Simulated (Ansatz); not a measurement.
The cell is built on a prototype and need not be the phase stable at ambient conditions.

Tunnelling through a barrier is set by its complex band structure: the current falls as exp(−2κd) with the smallest κ.

Input:

```xyz
6
Lattice="3.5718 0.0000 0.0000 0.0000 5.1913 0.0000 0.0000 0.0000 5.1913" Properties=species:S:1:pos:R:3 pbc="T T T"
Ca     0.0000     0.0000     0.0000
Ca     1.7859     2.5956     2.5956
F      0.0000     1.5942     1.5942
F      1.7859     1.0014     4.1899
F      1.7859     4.1899     1.0014
F      0.0000     3.5970     3.5970
```

Space group of this cell: P4_2/mnm, rutile. The cell was relaxed by PBE-D3(BJ); by r2SCAN its mean pressure is -0.9 GPa.

Transport runs along the normal of the first two printed cell vectors.

No gap correction and no spin-orbit coupling; mid-gap values are interpolated between computed energies.

Estimate the band gap and the smallest decay constant κ at mid-gap that r2SCAN (Ansatz, a quantum-chemistry and plane-wave program) returns for this system.

Gap 7.54 eV on a 8×6×6 mesh; κ = 0.603 1/Å, at the zone centre.
